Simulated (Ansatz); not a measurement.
Structures of equal composition on the (111) surface of germanium: C on one of 1 atoms of the third shell, Cl on every dangling bond; C on one of 1 surface atoms, Cl on every dangling bond; C on one of 1 atoms under the surface, Cl on every dangling bond. The slabs share one bottom face, and each structure is named by its start. These are constructed structures in small cells; real faces may alloy, dewet or reconstruct in larger ones, and not all known structures of the face are among them. Slabs of about 15 Å with all that they carry, Fermi-Dirac smearing of 0.025 eV. Bottom of the slabs: built like the top, H on every dangling bond, free. Relaxed from the named starts with such symmetry as they have, on meshes of like density; energies extrapolated to zero smearing; no spin-orbit coupling, no U. Spin-polarised runs, if any, are marked in brackets, and their order is one that fits the cell; the others ran without spin.

Method: PBE (plane waves to 420 eV, PAW; Ansatz, a quantum-chemistry and plane-wave program).

Question: Order them by energy per 1x1 cell (lowest first) at the level PBE.

Answer: C on one of 1 atoms under the surface, Cl on every dangling bond (0.000 eV (1 C–Ge bonds formed), no gap over 0.04 eV on the mesh), C on one of 1 atoms of the third shell, Cl on every dangling bond (0.179 eV (1 C–Ge bonds formed), no gap over 0.04 eV on the mesh), C on one of 1 surface atoms, Cl on every dangling bond (0.740 eV, no gap over 0.04 eV on the mesh)
